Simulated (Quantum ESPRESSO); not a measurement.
Worked example: self-consistent single point of BeS (F-43m, 2 atoms in the cell) in Quantum ESPRESSO.

Level of theory: PBE, SSSP 1.1.2 efficiency (PBE) pseudopotentials (plane waves; Quantum ESPRESSO).

The change in words: lattice scaled by 0.98. Reference geometry:
```
CELL_PARAMETERS angstrom
      0.00000     2.39594     2.39594
      2.39594     0.00000     2.39594
      2.39594     2.39594     0.00000
ATOMIC_POSITIONS crystal
  Be 0.00000 0.00000 0.00000
  S  0.75000 0.75000 0.75000
```

Reference input (self-consistent single point, DFT, PBE, plane waves, SSSP 1.1.2 efficiency (PBE) pseudopotentials): ecutwfc = 40 Ry; ecutrho = 320 Ry; occupations = fixed; potentials = {Be: be_pbe_v1.4.uspp.F.UPF, S: s_pbe_v1.4.uspp.F.UPF}; K_POINTS = automatic 8 8 8 0 0 0; nbnd = 9; conv_thr = 1e-11 Ry. This run's input differs from it in these lines:

```diff
@@ -25,3 +25,3 @@
 Be    0.000000000    0.000000000    0.000000000
-S     3.593916000    3.593916000    3.593916000
+S     3.522037500    3.522037500    3.522037500
 K_POINTS automatic
@@ -29,5 +29,5 @@
 CELL_PARAMETERS angstrom
-   0.000000000     2.395944000     2.395944000
-   2.395944000     0.000000000     2.395944000
-   2.395944000     2.395944000     0.000000000
+   0.000000000     2.348025000     2.348025000
+   2.348025000     0.000000000     2.348025000
+   2.348025000     2.348025000     0.000000000
```

The program printed (abridged):

```
     Self-consistent Calculation

     iteration #  1     ecut=    40.00 Ry     beta= 0.70

     Threshold (ethr) on eigenvalues was too large:
     Diagonalizing with lowered threshold

     total energy              =     -52.48956171 Ry
     estimated scf accuracy    <       0.05095786 Ry

     iteration #  2     ecut=    40.00 Ry     beta= 0.70

     total energy              =     -52.49298103 Ry
     estimated scf accuracy    <       0.00176420 Ry

     iteration #  3     ecut=    40.00 Ry     beta= 0.70

     total energy              =     -52.49325372 Ry
     estimated scf accuracy    <       0.00012271 Ry

   [... 3 blocks of this kind left out ...]

     iteration #  7     ecut=    40.00 Ry     beta= 0.70

     total energy              =     -52.49329183 Ry
     estimated scf accuracy    <          1.8E-11 Ry

     iteration #  8     ecut=    40.00 Ry     beta= 0.70
     End of self-consistent calculation

     highest occupied, lowest unoccupied level (ev):     6.6956    9.5696

!    total energy              =     -52.49329183 Ry
     estimated scf accuracy    <          2.4E-12 Ry

     convergence has been achieved in   8 iterations

     Forces acting on atoms (cartesian axes, Ry/au):

     atom    1 type  1   force =    -0.00000000   -0.00000000    0.00000000
     atom    2 type  2   force =     0.00000000    0.00000000   -0.00000000

     Total force =     0.000000     Total SCF correction =     0.000000

          total   stress  (Ry/bohr**3)                   (kbar)     P=      129.26
   0.00087872  -0.00000000   0.00000000          129.26       -0.00        0.00
  -0.00000000   0.00087872   0.00000000           -0.00      129.26        0.00
  -0.00000000   0.00000000   0.00087872           -0.00        0.00      129.26

   JOB DONE.
```

The run converged in 8 iterations. Against the reference run the free energy rises by 46.0 meV/atom, the pressure goes from 5.29 to 12.93 GPa and the gap on the mesh goes from 3.029 to 2.874 eV.

The starting cell comes from a database of computed structures (which also holds hypothetical and non-ambient phases and stackings), without a prior relaxation at this level. Its lattice was rescaled by a random factor within 2.5 % of one. For this run, on top of that: lattice scaled by 0.98. With a pressure of about 13 GPa the cell is away from its equilibrium volume at this level.
